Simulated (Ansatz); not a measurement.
The reference is SbAs in the NiAs type structure (space group P6_3/mmc, No. 194; a = 3.9750 Å, c = 7.3425 Å; a hypothetical phase, not in the database extracts checked).

(Cell as relaxed with PBE.)

Levels (all Ansatz, a first-principles code, PAW): PBE (420 eV, scalar-relativistic without spin-orbit coupling); r2SCAN (500 eV, no SOC).

Each level relaxes its own structure.

| base | PBE | r2SCAN |
|---|---|---|
| volume per atom | 25.12 Å³ | 24.57 Å³ |
| lattice parameter a | 397.5 pm | 394.2 pm |
| band gap | zero | zero |

Now apply this change: full substitution As → Bi, then cell and atoms are relaxed.

```
quantity                  PBE  r2SCAN
-------------------  --------  ------
band gap                 zero       …
lattice parameter a  443.4 pm       …
```

Q: What does r2SCAN give?

A: 
- band gap, r2SCAN: zero
- lattice parameter a, r2SCAN: 440.2 pm

PBE's lattice parameter a lies 3.13 pm above r2SCAN's (0.7 %); the two agree on the band gap. Neither level is exact; r2SCAN is the comparison here, not a measurement.

No phonon test of stability was made. As relaxed here, BiSb is a hypothetical phase, not in the database extracts checked. All final runs are without spin polarisation.
